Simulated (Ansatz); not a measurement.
Consider Zr-vacancy pair (Zr on one host Ru site, one Ru site vacant) in hcp Ru, neutral cell. The step: Zr and the vacancy change places (Zr-vacancy distance between ideal sites 2.72 Å throughout); the atom moves 2.32 Å along (-0.85, 0.00, 0.00) of the unit cell; the moving atom starts with neighbours 2 Ru at 2.67, Ru at 2.72, 3 Ru at 2.74, 2 Ru at 2.80, 2 Ru at 2.82, Ru at 2.95 Å and ends with 2 Ru at 2.67, Ru at 2.72, 3 Ru at 2.74, 2 Ru at 2.80, 2 Ru at 2.82, Ru at 2.95 Å. DFT values are from Ansatz (plane-wave PAW, 420 eV unless said) in a cell of 36 host sites, spin-restricted, static, with no finite-size correction. Forms of the defect that were not tried may lie lower. The start lies 0.039 eV above the lowest site run (PBE). For the PBE band: the saddle point's order was not checked, and it lies on a symmetry element of the cell, where a band can be held.

```json
[
 {"Level": "CHGNet universal potential (has no charge state), its own band", "Forward barrier (eV)": "0.11", "Cost of the band or of the saddle's single point": "-"},
 {"Level": "PBE, a 2×2×2 k-point mesh shifted by half a step along c, band relaxed", "Forward barrier (eV)": "0.84", "Cost of the band or of the saddle's single point": "very roughly 30 core-minutes"},
 {"Level": "PBE, a 4×4×4 k-point mesh shifted by half a step along c, same geometries", "Forward barrier (eV)": "0.84", "Cost of the band or of the saddle's single point": "around 13 core-minutes (rough)"}
]
```

Ansatz is a quantum-chemistry and plane-wave program.
